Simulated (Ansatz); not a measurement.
Base system: TiO₂ in the anatase structure (space group I4_1/amd, No. 141; a = 3.7984 Å, c = 9.7038 Å).

Computed with Ansatz (an electronic-structure program), PBE, PAW, cutoff 420 eV, spin-orbit coupling left out, earlier PAW set.

One change was made to it. Results:

The shortest interatomic distance decreases by 0.082 Å to 1.864 Å; the c/a ratio drops by 0.336, from 2.555 to 2.219; the density goes up by 0.87 g/cm³ to 4.66 g/cm³.

**Question.** Name the change that was made.
A) pressure 45 GPa
B) pressure −2 GPa
C) pressure 18 GPa

**Answer.** A, pressure 45 GPa. For comparison, the shortest interatomic distance in the other runs: pressure 18 GPa gives 1.903 Å; pressure −2 GPa gives 1.952 Å.

Load acts through the strain it causes; cell and atoms are relaxed under it. No phonon test of stability was made. Competing high-pressure phases were not computed. All final runs are without spin polarisation.
